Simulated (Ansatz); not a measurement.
Base system: Nb in the bcc (W type) structure (space group Im-3m, No. 229; a = 3.271 Å).

Computed with Ansatz (a first-principles code) PBEsol, no spin-orbit coupling.

Before the change:

```
Item                Value
---------------  --------
Volume per atom  17.50 Å³
```

One thing is altered: a hydrostatic pressure of 7 GPa.

### Question
Predict the new volume per atom.

### Answer
The volume per atom drops by 0.616 Å³ (17.50 Å³ → 16.89 Å³).

Load acts through the strain it causes; cell and atoms are relaxed under it. Whether these cells are dynamically stable was not tested. No other phases were tried under pressure. All final runs are without spin polarisation.
